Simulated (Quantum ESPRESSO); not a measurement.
Quick settings and what they miss: GeRh3 (P6_3/mmc, 8 atoms in the cell)

Self-consistent single point.

```
CELL_PARAMETERS angstrom
      5.65018     0.00000     0.00000
     -2.82509     4.89320     0.00000
      0.00000     0.00000     4.46528
ATOMIC_POSITIONS crystal
  Ge 0.66667 0.33333 0.25000
  Ge 0.33333 0.66667 0.75000
  Rh 0.33327 0.16664 0.75000
  Rh 0.66673 0.83337 0.25000
  Rh 0.16664 0.33327 0.25000
  Rh 0.83337 0.66673 0.75000
  Rh 0.83337 0.16664 0.75000
  Rh 0.16664 0.83337 0.25000
```

Method: LDA (PZ), GBRV 1.5 ultrasoft (LDA) pseudopotentials (plane waves; Quantum ESPRESSO 7.5).

Base settings: ecutwfc = 50 Ry; ecutrho = 400 Ry; occupations = smearing; smearing = marzari-vanderbilt; degauss = 0.0073499 Ry; potentials = {Ge: ge_lda_v1.4.uspp.F.UPF, Rh: rh_lda_v1.4.uspp.F.UPF}; K_POINTS = automatic 6 6 6 0 0 0; conv_thr = 1e-09 Ry.

Tight run (finer mesh or higher cutoff; not a proven limit): ecutwfc: 50 Ry → 70 Ry; ecutrho: 400 Ry → 560 Ry; conv_thr: 1e-09 Ry → 7.3e-11 Ry; K_POINTS: automatic 6 6 6 0 0 0 → automatic 9 9 9 0 0 0. It gave Fermi level (on the code's own zero) 16.91 eV; pressure -26.78 GPa; largest force (vector length) 0.188 eV/Å.

Quick runs, as changes from the base:
- A: the base itself
- B: ecutwfc: 50 Ry → 25 Ry; ecutrho: 400 Ry → 200 Ry; smearing: marzari-vanderbilt → gaussian; degauss: 0.0073499 Ry → 0.0099958 Ry; K_POINTS: automatic 6 6 6 0 0 0 → automatic 4 4 4 1 1 1
- C: ecutwfc: 50 Ry → 35 Ry; ecutrho: 400 Ry → 280 Ry; smearing: marzari-vanderbilt → gaussian; degauss: 0.0073499 Ry → 0.036749 Ry; K_POINTS: automatic 6 6 6 0 0 0 → automatic 8 8 8 0 0 0
- D: ecutwfc: 50 Ry → 60 Ry; ecutrho: 400 Ry → 480 Ry; pseudopotentials: {Ge: ge_lda_v1.4.uspp.F.UPF, Rh: rh_lda_v1.4.uspp.F.UPF} → {Ge: ge_pbe_v1.4.uspp.F.UPF, Rh: Rh_ONCV_PBE-1.0.oncvpsp.upf}; K_POINTS: automatic 6 6 6 0 0 0 → automatic 4 4 4 0 0 0; input_dft: default → pbesol [PBEsol]
- E: ecutwfc: 50 Ry → 30 Ry; ecutrho: 400 Ry → 240 Ry; K_POINTS: automatic 6 6 6 0 0 0 → automatic 1 1 1 0 0 0
- F: ecutwfc: 50 Ry → 30 Ry; ecutrho: 400 Ry → 240 Ry; smearing: marzari-vanderbilt → methfessel-paxton; degauss: 0.0073499 Ry → 0.036749 Ry; K_POINTS: automatic 6 6 6 0 0 0 → automatic 3 3 3 0 0 0

Energies are extrapolated to zero smearing width, which holds to low order in the width alone (under cold and Methfessel-Paxton smearing the free energy itself is taken).

Dashes: energy of D, another energy zero; time of E, under 30 s.

† marks runs with another functional, U, potentials or spin treatment: their distance from the tight run is not a convergence error alone.

The count of work is k-points × plane waves × bands × iterations; it is no time. Core times come from one kind of shared machine and are given to one figure; runs under 30 s give none.

The starting cell comes from a database of computed structures (which also holds hypothetical and non-ambient phases and stackings), without a prior relaxation at this level. Its lattice was rescaled by a random factor within 2.5 % of one. Spin polarisation is off. In the base run, with a pressure of about -27 GPa the cell is away from its equilibrium volume at this level.

```tsv
run	energy less tight (meV/atom)	pressure less tight (GPa)	largest miss in a force vector (eV/Å)	count of work / tight	core time / tight (rough)
A	-2.4	-0.14	0.061	0.26	0.3
B	4446.1	-239.87	0.188	0.039	0.05
C	123.2	-11.25	0.118	0.30	0.3
D†	–	3.34	0.116	0.14	0.2
E	1461.2	-53.91	0.485	0.0051	–
F	820.9	-62.06	0.172	0.028	0.05
```

Among the runs at the tight run's level, the energy misses run from 2.4 to 4446.1 meV/atom.
